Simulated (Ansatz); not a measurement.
Input and output of a self-consistent single point for NaCl (Fm-3m, 2 atoms in the cell) (Ansatz, a program for electronic structure).

Method: PBEsol, default PAW files made with PBE (plane waves; Ansatz).

```xyz
2
Lattice="0.0000 2.7508 2.7508 2.7508 0.0000 2.7508 2.7508 2.7508 0.0000" Properties=species:S:1:pos:R:3 pbc="T T T"
Na     0.0000     0.0000     0.0000
Cl     2.7508     2.7508     2.7508
```

Reference input (self-consistent single point, DFT, PBE, plane waves, default PAW files): basis.ecutwfc = 420 eV; kpoints.mp_grid.grid = 8 8 8; hamiltonian.xc = pbe; hamiltonian.pseudopotentials = {kind: paw} (the program's default PAW files); scf.occupations.method = fermi_dirac; scf.occupations.width = 0.02 eV. This run's input differs from it in these lines:

Ansatz 0.2 input:
```diff
@@ -13,3 +13,3 @@
 hamiltonian:
-  xc: pbe
+  xc: pbesol
   pseudopotentials: { kind: paw }
```

Output (repeated stretches shortened):

```
SCF iter   1: F=—  HF=-2540.278653 eV  |F-HF|=—  |Δ(HF+E_count)|=         —  Δρ=3.03e-3  dr2=4.04e-3  ethr=1.77e-3  ⟨swp⟩=6.0  Hψ=2046  notcnv=0
all-band conjugate gradients solve this SCF's bands
preconditioner: auto → none
SCF iter   2: F=—  HF=-2540.275890 eV  |F-HF|=—  |Δ(HF+E_count)|=   2.76e-3  Δρ=1.39e-3  dr2=1.06e-3  ethr=2.52e-5  ⟨swp⟩=2.9  Hψ=911  notcnv=0
SCF iter   3: F=—  HF=-2540.275888 eV  |F-HF|=—  |Δ(HF+E_count)|=   1.57e-6  Δρ=1.06e-3  dr2=6.60e-4  ethr=6.65e-6  ⟨swp⟩=2.0  Hψ=580  notcnv=0
SCF iter   4: F=—  HF=-2540.275665 eV  |F-HF|=—  |Δ(HF+E_count)|=   2.23e-4  Δρ=3.20e-4  dr2=5.55e-5  ethr=4.12e-6  ⟨swp⟩=2.0  Hψ=421  notcnv=0
SCF iter   5: F=—  HF=-2540.275669 eV  |F-HF|=—  |Δ(HF+E_count)|=   4.60e-6  Δρ=3.31e-5  dr2=8.25e-7  ethr=3.47e-7  ⟨swp⟩=2.0  Hψ=464  notcnv=0
SCF iter   6: F=-2540.275669 eV  HF=-2540.275669 eV  |F-HF|=1.80e-8  |Δ(HF+E_count)|=   1.47e-7  Δρ=7.13e-6  dr2=3.78e-8  ethr=6.25e-10  ⟨swp⟩=5.0  Hψ=1536  notcnv=0
SCF 1 converged in 6 iterations: F = -2540.275669 eV  dr2 = 3.78e-8
Free energy (F): -2540.275669 eV
Internal energy: -2540.275669 eV  (E = F + TS)
E sigma→0 (E₀):  -2540.275669 eV
Fermi energy:    4.268661 eV
--- Forces (eV/Å), atoms counted from 1 ---
  atom   1  Na    -0.00000000    -0.00000000    -0.00000000
  atom   2  Cl     0.00000000     0.00000000     0.00000000
--- Stress (GPa, compression-positive) ---
        1.596291       0.000000       0.000000
       -0.000000       1.596291      -0.000000
        0.000000      -0.000000       1.596291
  P = ⅓ Tr σ = 1.5963 GPa (15.963 kbar)
  The stress holds the Pulay correction. Without it, at fixed plane waves, as pw.x and ABINIT print it: P = 1.5937 GPa
```

The run converged in 6 iterations. Against the reference run the pressure goes from 3.13 to 1.60 GPa and the gap on the mesh goes from 5.411 to 5.223 eV.

The starting cell comes from a database of computed structures (which also holds hypothetical and non-ambient phases and stackings), without a prior relaxation at this level. Its lattice was rescaled by a random factor within 2.5 % of one. Ansatz's pressure includes its estimate of the finite-basis (Pulay) stress.
